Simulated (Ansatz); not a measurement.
NaF (model structure, started from the wurtzite type, P6₃/mmc, No. 194, 4 atoms in the cell), treated with PBEsol in Ansatz (PAW).

Settings: plane-wave cutoff 520 eV, 12×12×6 k mesh (along the axes of the cell as run), Fermi–Dirac smearing 0.01 eV, scalar-relativistic PAW data made under PBE.

Cell (relaxed at this level):

Space group P6₃/mmc (No. 194); a = b = 3.8922 Å, c = 4.5841 Å, α = β = 90.00°, γ = 120.00°

```tsv
atom	site	symmetry	x	y	z
Na	2c	-6m2	0.3333	0.6667	0.2500
F	2d	-6m2	0.6667	0.3333	0.2500
```

Task: Predict the band gap.

Result: 
- band gap = 5.57 eV (direct)

Note: the relaxation could raise the start's symmetry but not lower it, so the cell can be a saddle point.

Computed values are for the static lattice.

It cost about 11 core-seconds (a rough figure) of CPU time.

A model structure was made by putting elements into a prototype or built by hand; it is no filed structure, need not be a known phase, and can be a saddle point held by its symmetry.

Ansatz is a first-principles code.
